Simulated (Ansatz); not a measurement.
```
CELL_PARAMETERS angstrom
     28.50000     0.00000     0.00000
      0.00000    28.50000     0.00000
      0.00000     0.00000     3.28389
ATOMIC_POSITIONS crystal
  P  0.76359 0.53115 0.50000
  P  0.80069 0.57151 0.00000
  P  0.73704 0.61943 0.00000
  P  0.75810 0.67004 0.50000
  P  0.68189 0.69329 0.50000
  P  0.68438 0.74806 0.00000
  P  0.60481 0.74385 0.00000
  P  0.58842 0.79616 0.50000
  P  0.51509 0.76499 0.50000
  P  0.48179 0.80854 0.00000
  P  0.42355 0.75417 0.00000
  P  0.37736 0.78371 0.50000
  P  0.34123 0.71270 0.50000
  P  0.28773 0.72465 0.00000
  P  0.27806 0.64557 0.00000
  P  0.22369 0.63850 0.50000
  P  0.24165 0.56088 0.50000
  P  0.19298 0.53565 0.00000
  P  0.23641 0.46885 0.00000
  P  0.19931 0.42849 0.50000
  P  0.26296 0.38057 0.50000
  P  0.24190 0.32996 0.00000
  P  0.31811 0.30671 0.00000
  P  0.31562 0.25194 0.50000
  P  0.39519 0.25615 0.50000
  P  0.41158 0.20384 0.00000
  P  0.48491 0.23501 0.00000
  P  0.51821 0.19146 0.50000
  P  0.57645 0.24583 0.50000
  P  0.62264 0.21629 0.00000
  P  0.65877 0.28730 0.00000
  P  0.71227 0.27535 0.50000
  P  0.72194 0.35443 0.50000
  P  0.77631 0.36150 0.00000
  P  0.75835 0.43912 0.00000
  P  0.80702 0.46435 0.50000
```

These are PBE (plane waves to 420 eV, PAW; Ansatz, a first-principles code) values and carry that method's errors. Mesh 1×1×10. No spin polarisation. It repeats along c; a and b span vacuum. A hypothetical model, rolled from the flat sheet. It keeps the symmetry and period of its start, so it need not be a minimum against all distortions.

Problem. Tabulate the two highest filled and two lowest empty levels along the axis, from the valence top.

Solution. 
```csv
k (2π/c),v2 (eV),v1 (eV),c1 (eV),c2 (eV)
0.000,-0.05,-0.05,1.89,1.89
0.042,-0.04,-0.04,2.06,2.06
0.083,-0.01,-0.01,2.46,2.46
0.125,0.00,0.00,2.93,2.93
0.167,-0.01,-0.01,2.79,2.79
0.208,-0.04,-0.04,2.46,2.46
0.250,-0.11,-0.11,2.24,2.24
0.292,-0.12,-0.11,2.02,2.02
0.333,-0.11,-0.08,1.91,1.91
0.375,-0.16,-0.12,1.93,1.93
0.417,-0.29,-0.22,1.97,1.97
0.458,-0.48,-0.40,1.96,1.96
0.500,-0.62,-0.62,2.05,2.05
```
